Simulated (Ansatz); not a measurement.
Start from MgSe in the rock salt structure (space group Fm-3m, No. 225; a = 5.473 Å). Axes: x, y, z lie along the cube axes.

Modification: the cell is stretched by 5.98 % along y with no lateral relaxation; the atoms relax in the strained cell.

Levels (all Ansatz, a program for electronic structure, PAW, earlier PAW set): r2SCAN (500 eV, no spin-orbit coupling); HSE06 (420 eV, no spin-orbit coupling); HSE06+SOC (420 eV, with spin-orbit coupling).

At the geometry relaxed with r2SCAN, these levels gave the following band gaps, in shuffled order: (a) 2.16 eV, (b) 2.31 eV, (c) 2.22 eV.

### Question
Match each gap to its level.

### Answer
(a) r2SCAN; (b) HSE06; (c) HSE06+SOC.

Single points use the geometry relaxed with r2SCAN. HSE06 was sampled on its mesh, a few special points and the semilocal edge points, so its gap is an upper bound. The spin-orbit shifts are approximate. Whether these cells are dynamically stable was not tested.
